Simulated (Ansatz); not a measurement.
Results of PBEsol in Ansatz (plane waves, PAW) for fluorite NiSi2.

Numerical settings: plane-wave cutoff 520 eV, 12×12×12 k mesh, Fermi–Dirac smearing 0.1 eV, perturbation theory, force constants from a 4×4×4 q mesh, no spin polarisation, scalar-relativistic PAW data made under PBE.

Computed at the level's own relaxed cell. Harmonic vibrational thermodynamics at fixed volume:

| T (K) | S_vib (J/K per mol of atoms) | C_V (J/K per mol of atoms) | F_vib (eV/atom) |
|---|---|---|---|
| 100 | 4.36 | 8.78 | 0.0497 |
| 200 | 13.74 | 17.96 | 0.0403 |
| 500 | 33.34 | 23.57 | -0.0362 |
| 700 | 41.40 | 24.22 | -0.1141 |
| 800 | 44.64 | 24.39 | -0.1587 |
| 900 | 47.52 | 24.50 | -0.2065 |
| 1000 | 50.11 | 24.59 | -0.2571 |

The crystal is taken as a harmonic solid at every temperature: melting, phase changes and thermal expansion are not seen, nor the electrons' share in a metal.

Ansatz is a program for electronic structure.
